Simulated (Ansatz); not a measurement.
System: C (model structure, P-3m1, No. 164, 18 atoms in the cell). Method: r²SCAN+rVV10 (Ansatz, an electronic-structure program, PAW).

Run with plane-wave cutoff 560 eV, 18×18×2 k mesh (along the axes of the cell as run), Fermi–Dirac smearing 0.01 eV, scalar-relativistic PAW data made under PBE.

Cell (relaxed at this level):

```yaml
crystal:
  lattice:
    - [2.50890, 0.00000, 0.00000]
    - [-1.25445, 2.17277, 0.00000]
    - [0.00000, 0.00000, 18.60396]
  atoms:
    - { symbol: C, position: [0.00000, 0.00000, 0.68105] }
    - { symbol: C, position: [0.00000, 0.00000, 0.76378] }
    - { symbol: C, position: [0.33333, 0.66667, 0.79143] }
    - { symbol: C, position: [0.33333, 0.66667, 0.87415] }
    - { symbol: C, position: [0.66667, 0.33333, 0.90200] }
    - { symbol: C, position: [0.66667, 0.33333, 0.98598] }
    - { symbol: C, position: [0.33333, 0.66667, 0.01402] }
    - { symbol: C, position: [0.33333, 0.66667, 0.09800] }
    - { symbol: C, position: [0.66667, 0.33333, 0.12585] }
    - { symbol: C, position: [0.66667, 0.33333, 0.20857] }
    - { symbol: C, position: [0.00000, 0.00000, 0.23622] }
    - { symbol: C, position: [0.00000, 0.00000, 0.31895] }
    - { symbol: C, position: [0.33333, 0.66667, 0.34677] }
    - { symbol: C, position: [0.33333, 0.66667, 0.43084] }
    - { symbol: C, position: [0.00000, 0.00000, 0.45866] }
    - { symbol: C, position: [0.00000, 0.00000, 0.54134] }
    - { symbol: C, position: [0.66667, 0.33333, 0.56916] }
    - { symbol: C, position: [0.66667, 0.33333, 0.65323] }
```

### Question
Predict the band gap.

### Answer

band gap: 4.68 eV (on the SCF k mesh)

Note: the relaxation could raise the start's symmetry but not lower it, so the cell can be a saddle point.

The computed numbers hold no vibrational or temperature effects.

The result took very roughly 5 core-minutes.

A model structure was made by putting elements into a prototype or built by hand; it is no filed structure, need not be a known phase, and can be a saddle point held by its symmetry.
